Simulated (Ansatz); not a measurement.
Consider Se (space group P3_121, No. 152; made of chains).

```xyz
3
Lattice="4.5294 0.0000 0.0000 -2.2647 3.9226 0.0000 0.0000 0.0000 5.0424" Properties=species:S:1:pos:R:3 pbc="T T T"
Se     0.9893     0.0000     4.2020
Se    -0.4946     0.8567     0.8404
Se     1.7701     3.0659     2.5212
```

The values are results of PBE (Ansatz, an electronic-structure program), scalar-relativistic without spin-orbit coupling, earlier PAW set, not measurements.

Base values:

| Quantity | Value |
|---|---|
| Gap character | indirect, L → H |

It is then changed as follows: an isotropic linear strain of −1.55 %; the atoms relax in the strained cell.

Task: What does the calculation give for the energy relative to the base, gap character and mean gap deformation potential ΔEg/Δln V after the change?

Result: The energy increases by 2.9 meV/atom; the gap character stays indirect, L → H; the mean gap deformation potential ΔEg/Δln V comes out as -1.2 eV.

Gaps are read on the SCF mesh and a high-symmetry path. Whether these cells are dynamically stable was not tested. No dispersion term is included, though the crystal is made of layers, chains or molecules, so its spacings can come out too wide.
